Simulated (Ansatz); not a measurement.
Base system: Al2O3 in the corundum structure (space group R-3c, No. 167).

```xyz
10
Lattice="2.3794 1.3738 4.3317 -2.3794 1.3738 4.3317 0.0000 -2.7475 4.3317" Properties=species:S:1:pos:R:3 pbc="T T T"
Al     0.0000     0.0000     4.5732
Al     0.0000     0.0000     1.9244
Al     0.0000     0.0000     8.4220
Al     0.0000     0.0000    11.0707
O     -0.9215     1.3738     7.5805
O     -0.7290    -1.4849     7.5805
O      1.6505     0.1111     7.5805
O      0.9215    -1.3738     5.4147
O      0.7290     1.4849     5.4147
O     -1.6505    -0.1111     5.4147
```

Cartesian axes are those of the cell as printed.

Calculations: r2SCAN, PAW, 500 eV (Ansatz, a first-principles code; no spin-orbit coupling).

Strains are applied to the cell and any free atomic positions relax; under biaxial strain the out-of-plane vector relaxes too.

One change was made to it. Results:

| quantity | base | after |
|---|---|---|
| gap character | direct at Γ | direct at Γ |
| valence-band top at Γ (three highest levels, from the VBM) | 0.00, -0.05, -0.05 eV | 0.00, -0.02, -0.07 eV |
| energy relative to the base (free energy F) | 0 meV/atom | +0.3 meV/atom |

### Question
Name the change that was made.
A) biaxial strain −3.68 %, plane normal [001], relaxed out of plane
B) tensor shear ε_xz = −1.44 %
C) tensor shear ε_xy = +0.42 %

### Answer
C, tensor shear ε_xy = +0.42 %. For comparison, the valence-band top at Γ in the other runs: biaxial strain −3.68 %, plane normal [001], relaxed out of plane gives 0.00, 0.00, -0.49 eV; tensor shear ε_xz = −1.44 % gives 0.00, -0.05, -0.07 eV.

No phonon test of stability was made. k-point labels follow each cell's own Brillouin zone.
